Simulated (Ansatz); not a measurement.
## A constructed model of the (111) surface of fcc Al, a pseudomorphic layer of In in the other hollow (bottom of the slab: a bare face, its two planes held)

Computed with PBE (plane waves to 420 eV, PAW; Ansatz, an electronic-structure program).

Slab: 7 atoms, 13.9 Å thick at the start with caps and adatoms (thin: gaps and levels are the slab's own); k 15x15x1, smearing 0.1 eV, dipole-corrected; 2 atoms held, the rest relaxed; symmetry of the start imposed; no spin, no spin-orbit, no U. In PBE it lies 0.01 eV a 1x1 cell over the lowest computed structure of the same composition (a pseudomorphic layer of In in the host's stacking).

| Quantity | Result |
|---|---|
| work function of the top face | 3.76 eV |
| energy released by relaxation | 0.47 eV |
| cost | roughly 110 core-seconds |
